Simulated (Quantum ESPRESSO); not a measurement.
Input and output of a self-consistent single point for Zr₂Au (I4mm, 3 atoms in the cell) (Quantum ESPRESSO).

Method: PBEsol, GBRV 1.5 ultrasoft (PBESOL) pseudopotentials (plane waves; Quantum ESPRESSO 7.5).

```
Zr2Au
1.0
   -1.65513     1.65513     5.84295
    1.65513    -1.65513     5.84295
    1.65513     1.65513    -5.84295
Zr Au
2 1
Direct
  0.66398   0.66398   0.00000
  0.34030   0.34030   0.00000
  0.00000   0.00000   0.00000
```

Reference input (self-consistent single point, DFT, PBEsol, plane waves, GBRV 1.5 ultrasoft (PBESOL) pseudopotentials): ecutwfc = 40 Ry; ecutrho = 320 Ry; occupations = smearing; smearing = fermi-dirac; degauss = 0.0073499 Ry; potentials = {Zr: zr_pbesol_v1.uspp.F.UPF, Au: au_pbesol_v1.uspp.F.UPF}; K_POINTS = automatic 6 6 6 0 0 0; conv_thr = 1e-09 Ry. This run's input differs from it in these lines:

```diff
@@ -17,3 +17,3 @@
     smearing = 'fermi-dirac',
-    degauss = 0.0073499,
+    degauss = 0.000734986,
 /
@@ -34,3 +34,3 @@
 K_POINTS automatic
-6 6 6  0 0 0
+10 10 10  0 0 0
```

Log, with long lists cut:

```
     Self-consistent Calculation

     iteration #  1     ecut=    40.00 Ry     beta= 0.70

     negative rho (up, down):  1.225E-01 0.000E+00

     total energy              =    -312.20977516 Ry
     estimated scf accuracy    <       1.26055584 Ry

     iteration #  2     ecut=    40.00 Ry     beta= 0.70

     negative rho (up, down):  1.229E-01 0.000E+00

     total energy              =    -312.07170418 Ry
     estimated scf accuracy    <       7.93021453 Ry

     iteration #  3     ecut=    40.00 Ry     beta= 0.70

     negative rho (up, down):  1.237E-01 0.000E+00

     total energy              =    -313.07826836 Ry
     estimated scf accuracy    <       0.20111263 Ry

   [... 9 blocks of this kind left out ...]

     iteration # 13     ecut=    40.00 Ry     beta= 0.70

     negative rho (up, down):  1.248E-01 0.000E+00

     total energy              =    -313.10413725 Ry
     estimated scf accuracy    <          1.7E-09 Ry

     iteration # 14     ecut=    40.00 Ry     beta= 0.70

     negative rho (up, down):  1.248E-01 0.000E+00
     End of self-consistent calculation

     Number of k-points >= 100: set verbosity='high' to print the bands.

     the Fermi energy is    14.4898 ev

!    total energy              =    -313.10413725 Ry
     estimated scf accuracy    <          1.2E-10 Ry
     smearing contrib. (-TS)   =      -0.00005041 Ry
     internal energy E=F+TS    =    -313.10408684 Ry

     convergence has been achieved in  14 iterations

     negative rho (up, down):  1.248E-01 0.000E+00

     Forces acting on atoms (cartesian axes, Ry/au):

     atom    1 type  1   force =     0.00000000    0.00000000   -0.01456066
     atom    2 type  1   force =     0.00000000    0.00000000    0.01265324
     atom    3 type  2   force =     0.00000000    0.00000000    0.00190743

     Total force =     0.019384     Total SCF correction =     0.000034

     negative rho (up, down):  1.248E-01 0.000E+00
          total   stress  (Ry/bohr**3)                   (kbar)     P=      -50.13
  -0.00034190   0.00000000   0.00000000          -50.30        0.00        0.00
  -0.00000000  -0.00034190   0.00000000           -0.00      -50.30        0.00
   0.00000000   0.00000000  -0.00033859            0.00        0.00      -49.81

   JOB DONE.
```

The run converged in 14 iterations. Against the reference run the free energy goes up by 10.5 meV/atom, the pressure stays at -5.01 GPa and the largest force stays at 0.374 eV/Å.

The starting cell comes from a database of computed structures (which also holds hypothetical and non-ambient phases and stackings), without a prior relaxation at this level. Its lattice was rescaled by up to half a per cent. One atom was moved a little off its site on purpose. With a pressure of about -5 GPa the cell is away from its equilibrium volume at this level.

Cost on one core of a shared machine: roughly 5 min.
